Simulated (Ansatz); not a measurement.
# What uniaxial strain ε_zz = +1.63 % does to SnS

Take SnS in the GeS type structure (space group Pnma, No. 62; a = 11.1555 Å, b = 3.9999 Å, c = 4.2608 Å) as the base. Axes: x, y, z lie along a, b, c of the conventional cell.

One thing is altered: uniaxial strain ε_zz = +1.63 %, all other strain components held at zero, atoms relaxed at fixed cell.

Method: PBE-D3(BJ), PAW, 420 eV (Ansatz, a quantum-chemistry and plane-wave program; scalar-relativistic without spin-orbit coupling), earlier PAW set. Γ-centred 3×8×8 mesh, Fermi–Dirac width 0.05 eV.

The space group remains Pnma (No. 62) and the shortest interatomic distance goes up by 0.006 Å to 2.648 Å. The energy goes up by 0.8 meV/atom and the band gap increases by 0.065 eV to 0.76 eV. The gap character is still indirect, Γ–Z (83 % along) → Y–Γ (33 % along) and the smallest direct gap goes up by 0.055 eV (0.85 eV → 0.91 eV). The width of the top valence band falls by 0.132 eV, from 1.79 eV to 1.65 eV and the electron mass changes from 2.7 mₑ along a, 0.13 mₑ along b, 0.21 mₑ along c (off the special points) to 1.1 mₑ along x, 0.14 mₑ along y, 0.22 mₑ along z (off the special points). The largest internal atomic displacement amounts to 0.036 Å and the stress (xx, yy, zz, yz, xz, xy; compression positive) is (-0.34, -0.56, -0.65, 0.00, 0.00, 0.00) GPa.

Final structure:

```yaml
crystal:
  lattice:
    - [11.15548, 0.00000, 0.00000]
    - [0.00000, 3.99991, 0.00000]
    - [0.00000, 0.00000, 4.33027]
  atoms:
    - { symbol: Sn, position: [0.61830, 0.75000, 0.62006] }
    - { symbol: Sn, position: [0.88170, 0.25000, 0.12006] }
    - { symbol: Sn, position: [0.38170, 0.25000, 0.37994] }
    - { symbol: Sn, position: [0.11830, 0.75000, 0.87994] }
    - { symbol: S, position: [0.35278, 0.75000, 0.97518] }
    - { symbol: S, position: [0.14722, 0.25000, 0.47518] }
    - { symbol: S, position: [0.64722, 0.25000, 0.02482] }
    - { symbol: S, position: [0.85278, 0.75000, 0.52482] }
```

Cost of the whole job for the changed cell (relaxation, final SCF and bands): roughly 3 core-minutes.

Effective masses come from finite differences of ±0.01 Å⁻¹. No phonon test of stability was made.
